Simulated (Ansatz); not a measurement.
```yaml
crystal:
  lattice:
    - [14.00000, 0.00000, 0.00000]
    - [0.00000, 14.00000, 0.00000]
    - [0.00000, 0.00000, 8.81154]
  atoms:
    - { symbol: Ru, position: [0.59203, 0.50000, 0.00000] }
    - { symbol: Ru, position: [0.43646, 0.57104, 0.09091] }
    - { symbol: Ru, position: [0.48464, 0.40695, 0.18182] }
    - { symbol: Ru, position: [0.57710, 0.55082, 0.27273] }
    - { symbol: Ru, position: [0.40783, 0.52649, 0.36363] }
    - { symbol: Ru, position: [0.53708, 0.41449, 0.45455] }
    - { symbol: Ru, position: [0.53708, 0.58551, 0.54545] }
    - { symbol: Ru, position: [0.40783, 0.47351, 0.63637] }
    - { symbol: Ru, position: [0.57710, 0.44918, 0.72727] }
    - { symbol: Ru, position: [0.48464, 0.59305, 0.81818] }
    - { symbol: Ru, position: [0.43646, 0.42896, 0.90909] }
```

These are PBE (plane waves to 420 eV, PAW; Ansatz, a program for electronic structure) values and carry that method's errors. Mesh 1×1×8. No spin polarisation, so a magnetic state wasn't tested. Periodic along z alone, with about 11 Å of vacuum beside it. A hypothetical model. Only distortions within the start's symmetry and period were free. Pairing along the axis, which can open a gap, is among the distortions not tried. Buckling under compression is shut out by symmetry and the short period.

Task: Give the properties of this body.

Result: 
| Property | Value |
|---|---|
| largest distance between nuclei across the axis | 2.61 Å |
| PBE gap | none (under 0.01 eV) |
| work function (PBE) | 4.24 eV |
| axial stiffness dF/dε | 38 nN |
